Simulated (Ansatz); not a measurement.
## Sr₂O (model structure, started from the Ca2N type, R-3m, No. 166, 3 atoms in the cell)

Calculation: LDA (plane waves, PAW; Ansatz, an electronic-structure program).

Run with plane-wave cutoff 520 eV, 16×16×16 k mesh, Fermi–Dirac smearing 0.05 eV, scalar-relativistic PAW data made under PBE.

Cell (relaxed at this level):

Space group R-3m, hexagonal axes (No. 166); a = b = 3.6958 Å, c = 19.2195 Å, α = β = 90.00°, γ = 120.00°

| atom | site | symmetry | x | y | z |
|---|---|---|---|---|---|
| Sr | 6c | 3m | 0.0000 | 0.0000 | 0.2591 |
| O | 3a | -3m | 0.0000 | 0.0000 | 0.0000 |
(The calculation used a cell of 3 atoms; values per cell refer to that cell.)

For Sr₂O (model structure, started from the Ca2N type, R-3m, No. 166, 3 atoms in the cell), the band gap is zero (no gap).

Note: the relaxation could raise the start's symmetry but not lower it, so the cell can be a saddle point.

Spin–orbit coupling is not included.

Static lattice: no zero-point or thermal effects.

Computing time: very roughly 5 core-minutes.

A model structure was made by putting elements into a prototype or built by hand; it is no filed structure, need not be a known phase, and can be a saddle point held by its symmetry.
